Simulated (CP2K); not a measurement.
Band structure of VS (P6_3/mmc, 4 atoms in the cell).

```yaml
crystal:
  lattice:
    - [3.16980, 0.00000, 0.00000]
    - [-1.58490, 2.74513, 0.00000]
    - [0.00000, 0.00000, 6.12713]
  atoms:
    - { symbol: V, position: [0.00000, 0.00000, 0.00000] }
    - { symbol: V, position: [0.00000, 0.00000, 0.50000] }
    - { symbol: S, position: [0.66667, 0.33333, 0.25000] }
    - { symbol: S, position: [0.33333, 0.66667, 0.75000] }
```

Level of theory: PBEsol, GPW, DZVP-MOLOPT-SR-GTH basis, GTH-PBE potentials (GTH_POTENTIALS) (CP2K).

Settings: CUTOFF = 600 Ry; REL_CUTOFF = 50 Ry; SMEAR/METHOD = FERMI_DIRAC; ELECTRONIC_TEMPERATURE = 1160.45 K; KPOINTS/SCHEME = MONKHORST-PACK 10 10 5; GAMMA_CENTERED = T; XC_FUNCTIONAL = PBE:PBESOL; V/BASIS_SET = DZVP-MOLOPT-SR-GTH-q13; V/POTENTIAL = GTH-PBE-q13; S/BASIS_SET = DZVP-MOLOPT-SR-GTH-q6; S/POTENTIAL = GTH-PBE-q6; METHOD = GPW; EPS_DEFAULT = 1e-10; EXTRAPOLATION = USE_GUESS.

The starting cell comes from a database of computed structures (which also holds hypothetical and non-ambient phases and stackings), without a prior relaxation at this level. Spin polarisation is off, so a magnetic state, if there is one, cannot be reached. Values carry the incompleteness of an atom-centred basis. The potentials were made for another functional than the one used.

Levels in eV from the Fermi level, bands 16 to 21:
| point | 16 | 17 | 18 | 19 | 20 | 21 |
|---|---|---|---|---|---|---|
| Γ | -1.46 | -1.46 | -1.12 | -1.12 | -0.88 | -0.88 |
| M | -3.28 | -2.88 | -1.53 | -0.19 | 0.98 | 1.14 |
| K | -5.39 | -0.73 | -0.73 | 0.13 | 0.13 | 0.27 |
| A | -3.49 | -0.63 | -0.63 | -0.38 | -0.38 | -0.38 |
| L | -4.28 | -2.00 | -2.00 | 1.05 | 1.05 | 1.15 |
| H | -5.65 | -1.13 | -1.13 | 0.69 | 0.69 | 1.02 |

Bands cross the Fermi level along this path, so the cell is metallic at this level.

Higher empty bands are left out: an atom-centred basis made for the valence describes them poorly.
